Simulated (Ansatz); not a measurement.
Ag on the 1x1 (10-10) surface of wurtzite GaN (cut with top plane Ga + N), one in a 2x1 cell, energies for each (33.7 Å²). Energies are against an atom of fcc Ag, without zero-point or thermal terms; each row is named by its start (#2, #3: further inequivalent places of a kind).

Host crystal: wurtzite GaN, with a band gap (PBE, scalar-relativistic without spin-orbit coupling).

Method: PBE (plane waves to 420 eV, PAW; Ansatz, a first-principles code).

Slab: 33 atoms, 9.3 Å thick at the start under the adsorbate (thin: gaps and levels are the slab's own); k 3x4x1, smearing 0.01 eV, dipole-corrected; 16 atoms held, the rest relaxed; each run with such symmetry as its start has; spin-polarised, no spin-orbit, no U, no dispersion correction.

A negative adsorption energy means that the adsorbate is more stable on the surface than in its reference. Starts that drift may end in the same place. Heights count from the host atoms within 0.3 Å of the top one. Moments of ungapped slabs depend on the mesh.

```json
[
 {"starting site": "top N", "E_ads (eV)": "1.56", "height (Å)": "2.23", "nearest host atom (Å)": "N 2.27", "bonded to": "Ga + N", "change of the vacuum step (eV)": "-0.58", "lateral drift (Å)": "0.6", "moment (μB)": "0.8"},
 {"starting site": "top Ga", "E_ads (eV)": "1.56", "height (Å)": "2.24", "nearest host atom (Å)": "N 2.28", "bonded to": "Ga + N", "change of the vacuum step (eV)": "-0.58", "lateral drift (Å)": "1.2", "moment (μB)": "0.8"},
 {"starting site": "top Ga #2", "E_ads (eV)": "1.60", "height (Å)": "1.62", "nearest host atom (Å)": "N 2.65", "bonded to": "3 Ga", "change of the vacuum step (eV)": "-0.52", "lateral drift (Å)": "0.8", "moment (μB)": "0.8"},
 {"starting site": "hollow Ga-Ga-N-N", "E_ads (eV)": "1.60", "height (Å)": "1.93", "nearest host atom (Å)": "N 2.53", "bonded to": "2 Ga", "change of the vacuum step (eV)": "-0.52", "lateral drift (Å)": "0.2", "moment (μB)": "0.8"},
 {"starting site": "hollow beside Ga", "E_ads (eV)": "1.18", "height (Å)": "1.76", "nearest host atom (Å)": "N 2.23", "bonded to": "Ga + N", "change of the vacuum step (eV)": "-0.73", "lateral drift (Å)": "0.8", "moment (μB)": "1.0"},
 {"starting site": "bridge Ga-Ga-Ga-N-N-N (span 3.3 Å)", "E_ads (eV)": "1.60", "height (Å)": "1.93", "nearest host atom (Å)": "N 2.57", "bonded to": "2 Ga", "change of the vacuum step (eV)": "-0.52", "lateral drift (Å)": "0.2", "moment (μB)": "0.8"}
]
```
